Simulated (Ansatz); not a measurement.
Consider MgS in the rock salt structure (space group Fm-3m, No. 225; a = 5.1820 Å). Axes: x, y, z lie along the cube axes.

The values are results of PBEsol (Ansatz, a first-principles code), scalar-relativistic without spin-orbit coupling, not measurements.

The change: the cell is stretched by 2.00 % along z with no lateral relaxation, atoms relaxed at fixed cell.

### Question
Predict the stress tensor and what it implies for the stiffness.

### Answer
Stress of the strained cell less that of the base (GPa, compression positive):
```
  -0.78    0.00    0.00
   0.00   -0.78    0.00
   0.00    0.00   -2.71
```

Then −Δσ_ii/ε with ε = 0.0200 gives secant stiffness values (nonlinear terms included at this strain): C33 ≈ 135 GPa, C13 ≈ 39 GPa and C23 ≈ 39 GPa.

No phonon test of stability was made.
